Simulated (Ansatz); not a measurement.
# IrO2 under a change: x(Os) = 0.5, 12 atoms, I4_1md

Consider IrO2 in the rutile structure (space group P4_2/mnm, No. 136; a = 4.472 Å, c = 3.154 Å).

The other end (x = 1) is OsO2 in the rutile structure (space group P4_2/mnm, No. 136; a model cell): 10.52 Å³/atom, gap zero.

The change: Os replaces 50.0 % of the Ir, ordered in a cell of 12 atoms (starting symmetry I4_1md) and fully relaxed.

Level of theory: Ansatz (an electronic-structure program), PBEsol, PAW, cutoff 420 eV, no spin-orbit coupling, earlier PAW set. Settings: 11×11×11 k-points, 0.05 eV Fermi–Dirac smearing, for the changed cell.

```tsv
quantity	base	changed	shift
volume per atom	10.51 Å³	10.53 Å³	+0.02 Å³
density	11.81 g/cm³	11.74 g/cm³	-0.07 g/cm³
shortest interatomic distance	195.3 pm	194.0 pm	-1.3 pm
band gap	zero	zero	–
mixing energy (to 0.01 eV only: unlike meshes or grids)	–	-0.02 eV/atom	–
deviation of the volume from the linear (Vegard-type) interpolation	–	+0.1 %	–
```

Final structure:

```yaml
crystal:
  lattice:
    - [-3.15934, 3.15934, 3.16415]
    - [3.15934, -3.15934, 3.16415]
    - [3.15934, 3.15934, -3.16415]
  atoms:
    - { symbol: Ir, position: [0.49985, 0.99985, 0.50000] }
    - { symbol: Os, position: [0.00026, 0.50026, 0.50000] }
    - { symbol: Ir, position: [0.74985, 0.74985, 0.00000] }
    - { symbol: Os, position: [0.25026, 0.25026, 0.00000] }
    - { symbol: O, position: [0.49736, 0.30790, 0.81054] }
    - { symbol: O, position: [0.00259, 0.80959, 0.80701] }
    - { symbol: O, position: [0.43681, 0.74736, 0.68946] }
    - { symbol: O, position: [0.94558, 0.25259, 0.69299] }
    - { symbol: O, position: [0.05790, 0.74736, 0.31054] }
    - { symbol: O, position: [0.55959, 0.25259, 0.30701] }
    - { symbol: O, position: [0.49736, 0.68681, 0.18946] }
    - { symbol: O, position: [0.00259, 0.19558, 0.19299] }
```

Cost of the whole job for the changed cell (relaxation, final SCF and bands): roughly 16 core-minutes.

Each cell is one ordered arrangement of few atoms, which overstates ordering effects compared with a random alloy. Stability against distortions was not tested. No Hubbard U is applied, and correlation can decide whether such a compound is a metal. All final runs are without spin polarisation.
